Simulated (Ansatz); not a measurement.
Bond-angle distributions (per cent of the angles at each element, bins of 10°) of a relaxed model of amorphous Ti₂₀O₄₁Ba at 3.74 g/cm³. Calculation: PBE, scalar-relativistic without spin-orbit coupling (plane waves to 420 eV, PAW; Ansatz, a program for electronic structure).

The cell was made by melting and quenching with the CHGNet potential and then relaxed with DFT. O atoms were pushed apart under 1.9 Å during the dynamics, to hinder bonds among them. The hot cell started wider than the set density and was brought back towards it in steps. It is the lowest in DFT energy of 2 quenches. It is a model cell: composition and starting density were chosen by hand, and all elements were melted together. No dispersion term was used. Its density started from a set value of 3.74 and ended at 3.74 g/cm³. The simulated quench (nominally 300 K/ps over its main leg) is rapid and tends to freeze in more defects than a deposited or slowly cooled glass has. Values belong to this one cell and scatter from quench to quench. The volume was held where the preparation left it and the shape relaxed, at a PBE pressure of 0.2 GPa.

Neighbours within Ti-Ti 3.12 Å, Ti-O 2.38 Å, Ti-Ba 3.93 Å, O-O 1.58 Å, O-Ba 3.37 Å, Ba-Ba 4.73 Å count as bonded. Two cations that share two anions don't count as bonded, nor two that share one unless they lie closer than Ti-Ti 3.04 Å, Ti-Ba 3.82 Å, Ba-Ba 4.60 Å.

| angle (°) | at Ti | at O |
|---|---|---|
| 50-60 | 0 | 0 |
| 60-70 | 0 | 0 |
| 70-80 | 16 | 0 |
| 80-90 | 24 | 3 |
| 90-100 | 18 | 20 |
| 100-110 | 12 | 29 |
| 110-120 | 6 | 12 |
| 120-130 | 4 | 15 |
| 130-140 | 2 | 9 |
| 140-150 | 5 | 7 |
| 150-160 | 5 | 4 |
| 160-170 | 6 | 2 |
| 170-180 | 2 | 0 |

They go with these counts of neighbours within the cut-offs, cation contacts included: Ti mean 5.5, most often 6; O mean 2.9, most often 3.
